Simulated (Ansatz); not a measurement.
# Formation enthalpy of SnGe (model structure, started from the WC type, P-6m2, No. 187, 2 atoms in the cell) at several levels of theory

No measured value is used here.

| level (code) | value (eV/atom) |
|---|---|
| PBE (Ansatz) | 0.195 |
| PBEsol (Ansatz) | 0.180 |
| PBE-D3(BJ) (Ansatz) | 0.183 |

Density-functional levels without +SOC have no spin–orbit coupling, which shifts binding energies of heavy elements. Each level is taken at its own relaxed cell. Ansatz's density-functional and Hartree–Fock values are scalar-relativistic unless marked +SOC, with PAW data made under PBE.

A model structure was made by putting elements into a prototype or built by hand; it is no filed structure, need not be a known phase, and can be a saddle point held by its symmetry.

Ansatz is a quantum-chemistry and plane-wave program.
